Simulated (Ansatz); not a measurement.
Consider Te (space group P3_121, No. 152; a = 4.624 Å, c = 5.904 Å; made of chains). Axes: x lies along a and z along c of the hexagonal cell.

Structures relaxed with r2SCAN (Ansatz, a first-principles code), scalar-relativistic without spin-orbit coupling, earlier PAW set.

Base:

Simulated powder pattern, Cu Kα1, λ = 1.54056 Å (kinematic, ideal powder, no thermal factors, no anomalous dispersion; the 14 strongest lines at most, above 2 %, up to 2θ = 90°):

| 2θ (°) | I/Imax (%) | hkl |
|---|---|---|
| 22.18 | 18 | (100) |
| 26.88 | 100 | (101) |
| 37.83 | 40 | (012) |
| 38.93 | 24 | (110) |
| 41.93 | 14 | (111) |
| 46.08 | 8.4 | (003) |
| 47.94 | 20 | (021) |
| 50.07 | 8.2 | (112) |
| 55.40 | 13 | (202) |
| 61.19 | 11 | (210) |
| 61.86 | 12 | (113) |
| 63.39 | 9.1 | (211) |
| 67.58 | 7.1 | (104) |
| 79.89 | 11 | (123) |

After one change:

Simulated powder pattern, Cu Kα1, λ = 1.54056 Å (kinematic, ideal powder, no thermal factors, no anomalous dispersion; the 14 strongest lines at most, above 2 %, up to 2θ = 90°):

| 2θ (°) | I/Imax (%) |
|---|---|
| 22.18 | 18 |
| 22.21 | 37 |
| 26.13 | 100 |
| 26.90 | 99 |
| 27.70 | 97 |
| 36.73 | 43 |
| 37.88 | 39 |
| 38.95 | 47 |
| 39.00 | 23 |
| 39.04 | 36 |
| 46.17 | 25 |
| 47.05 | 24 |
| 47.95 | 20 |
| 48.96 | 16 |

Which change produced these results?
A. biaxial strain +0.17 %, plane normal [001], relaxed out of plane
B. uniaxial strain ε_xx = +4.48 %
C. isotropic strain +2.82 %
D. tensor shear ε_xz = −3.55 %

D, tensor shear ε_xz = −3.55 %. Its volume per atom is 36.39 Å³ against 36.44 Å³, and its space group is P1 (No. 1).

Stability against distortions was not tested. No dispersion term is included, though the crystal is made of layers, chains or molecules, so its spacings can come out too wide.
